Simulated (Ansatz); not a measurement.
The parent structure is SiC (space group P6_3mc, No. 186; a = 3.078 Å, c = 10.076 Å).

The change: cell and atoms relaxed at a pressure of 60 GPa.

Levels (all Ansatz, a first-principles code, PAW, earlier PAW set): PBEsol (420 eV, no spin-orbit coupling); r2SCAN (500 eV, scalar-relativistic without spin-orbit coupling).

The geometry is relaxed with PBEsol.

| Property | Result |
|---|---|
| PBEsol band gap | 2.14 eV |
| PBEsol smallest direct gap | 3.30 eV |
| PBEsol pressure | 60.00 GPa |

Problem. What does r2SCAN give at this geometry for the band gap, smallest direct gap and pressure?

Solution. The band gap grows by 0.52 eV to 2.66 eV; the smallest direct gap goes up by 0.57 eV, from 3.30 eV to 3.87 eV; the pressure goes up by 1.33 GPa, from 60.00 GPa to 61.33 GPa.

Single points use the geometry relaxed with PBEsol. Their cutoffs differ, which shifts pressures a little. Load acts through the strain it causes; cell and atoms are relaxed under it. Stability against distortions was not tested. No other phases were tried under pressure.
